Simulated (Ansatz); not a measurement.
A set of cells, compared by their density of states at the Fermi level.

Cell A: MgB2 (P6/mmm), 3 atoms in the cell, k-point mesh 12×12×10 on the run's own vectors.
```yaml
crystal:
  lattice:
    - [3.07746, 0.00000, 0.00000]
    - [-1.53873, 2.66516, 0.00000]
    - [0.00000, 0.00000, 3.51633]
  atoms:
    - { symbol: Mg, position: [0.00000, 0.00000, 0.00000] }
    - { symbol: B, position: [0.66667, 0.33333, 0.50000] }
    - { symbol: B, position: [0.33333, 0.66667, 0.50000] }
```

Cell B: TiB2 (P6/mmm), 3 atoms in the cell; spin state with PBE: run without spin, k-point mesh 12×12×10 on the run's own vectors.
Space group P6/mmm (No. 191); a = b = 3.0320 Å, c = 3.2247 Å, α = β = 90.00°, γ = 120.00°

```json
[
 {"atom": "Ti", "site": "1a", "symmetry": "6/mmm", "x": "0.0000", "y": "0.0000", "z": "0.0000"},
 {"atom": "B", "site": "2d", "symmetry": "-6m2", "x": "0.3333", "y": "0.6667", "z": "0.5000"}
]
```

Computed with Ansatz (plane waves, PAW), its default PAW set, cutoff 500 eV. The structures are at rest with PBE; other levels are single points on them. Neutral cells; Fermi-Dirac smearing of at most 0.05 eV in the solids, energies taken to zero width. The lattices are those relaxed with PBE, so at other levels the solids can be strained. A dispersion term ran beside these levels; it doesn't touch the electrons. Both spins, broadened by a Gaussian of 0.2 eV on the run's mesh.

**Question.** What does r2SCAN give for the density of states at the Fermi level of each cell (states/eV per atom)?

**Answer.** 
| system | r2SCAN |
|---|---|
| A | 0.24 |
| B | 0.12 |

With r2SCAN the value of A exceeds that of B by 0.12 states/eV per atom.

Ansatz is a program for electronic structure.
